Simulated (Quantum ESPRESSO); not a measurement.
# Convergence study of the SCF threshold for Al (Fm-3m, 1 atom in the cell)

```xyz
1
Lattice="-2.0311 0.0000 2.0311 0.0000 2.0311 2.0311 -2.0311 2.0311 0.0000" Properties=species:S:1:pos:R:3 pbc="T T T"
Al     0.0000     0.0000     0.0000
```

Method: PBEsol, SSSP 1.1.2 efficiency (PBE) pseudopotentials (plane waves; Quantum ESPRESSO 7.5).

Base settings: ecutwfc = 35 Ry; ecutrho = 280 Ry; occupations = smearing; smearing = gaussian; degauss = 0.0073499 Ry; input_dft = pbesol; potentials = {Al: Al.pbe-n-kjpaw_psl.1.0.0.UPF}; K_POINTS = automatic 14 14 14 0 0 0; conv_thr = 1e-11 Ry; mixing_beta = 0.4.

The mesh stays at the base's, so the ladder's end is converged at best in this setting alone.

Only quantities that move along the ladder and can be compared are tabulated.

The count of work is k-points × plane waves × bands × iterations; it is no time. 

The starting cell has typed, rounded lattice constants, without a prior relaxation at this level. Its lattice was rescaled by up to half a per cent.

| conv_thr | free energy less the last step's (meV/atom) | pressure (GPa) | count of work / last |
|---|---|---|---|
| 0.0073 Ry | 2.24 | -4.60 | 0.12 |
| 0.00073 Ry | 0.02 | -2.82 | 0.38 |
| 7.3e-05 Ry | 0.02 | -2.82 | 0.38 |
| 7.3e-06 Ry | 0.02 | -2.82 | 0.38 |
| 7.3e-07 Ry | 0.00 | -2.82 | 0.50 |
| 7.3e-08 Ry | 0.00 | -2.82 | 0.50 |
| 7.3e-09 Ry | 0.00 | -2.82 | 0.62 |
| 7.3e-10 Ry | 0.00 | -2.82 | 0.62 |
| 1e-11 Ry | 0.00 | -2.82 | 0.88 |
| 7.3e-12 Ry | 0.00 | -2.82 | 0.88 |
| 7.3e-14 Ry | 0.00 | -2.82 | 1.0 |

Coarsest conv_thr that holds the free energy within 2 meV/atom of the last step, with all finer ones: 0.00073 Ry, at 0.38 of the last step's count of work; the step before is off by 2.2 meV/atom.

Coarsest conv_thr that holds the pressure within 0.1 GPa of the last step, with all finer ones: 0.00073 Ry, at 0.38 of the last step's count of work; the step before is off by 1.8 GPa.
